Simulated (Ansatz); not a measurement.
LiNbO3: energy against strain

LiNbO3 (R3c, 10.521 Å³/atom and stress up to 0.01 GPa in the relaxed cell, c along z) under a strain ε along a direction in the basal plane (axis x), the other axes held. PBEsol in Ansatz, a plane-wave DFT program (PAW, default set), 420 eV, 8×8×8 Γ-centred mesh, Fermi-Dirac smearing 0.05 eV; ions are relaxed, or left where forces stay under 0.02 eV/Å, within the symmetry of each cell.

Here s stands for strain and y for E less E0.

```csv
strain (%),E less E0 (meV/atom)
-3.00,?
-1.50,1.52
-0.75,0.38
0.00,0.00
0.75,0.37
1.50,1.43
```

The 5 complete rows are fitted with a parabola, y against s. Least squares gives y = 0.004 - 0.0253·s + 0.6540·s². Residuals (row less fit): 0.007, -0.011, -0.004, 0.017, -0.008; standard error 0.016 (degrees of freedom: 2). Twice the quadratic coefficient over the volume, 2 × 0.6540 meV × 10⁴ × 0.1602 / 10.521 Å³, is the elastic constant C11 = 199 ± 2 GPa (± standard error of the fit, which holds the terms cut off).

### Question
What does the fit predict for y at s = -3.00, and how far is the calculated value from it?

### Answer
y = 0.004 - 0.0253 × (-3.00) + 0.6540 × (-3.00)² = 5.966 meV/atom. The calculation gives 6.20 meV/atom, 0.234 meV/atom above the prediction (3.8 % of the range of y in the table). The row lies outside the fitted rows, so this is an extrapolation. From the scatter of the fitted rows alone, a prediction at this place has a standard error of 0.066 meV/atom, so the miss is 3.5 times that.

A polynomial of degree 3 through the 8 other runs of the series gives 6.23 there, so most of the miss is curvature that the fit leaves out. The start is a measured cell from the literature; how it stands against other phases or cation orders wasn't checked. Rows are the converged runs of the series near zero and its far end; series whose fitted rows scatter by over a few per cent of the range, as at a crossing or softening among them, aren't shown in this form, nor equations of state whose B0' disagrees with the runs' pressures. Most that stay on the fit to the last digits aren't either.
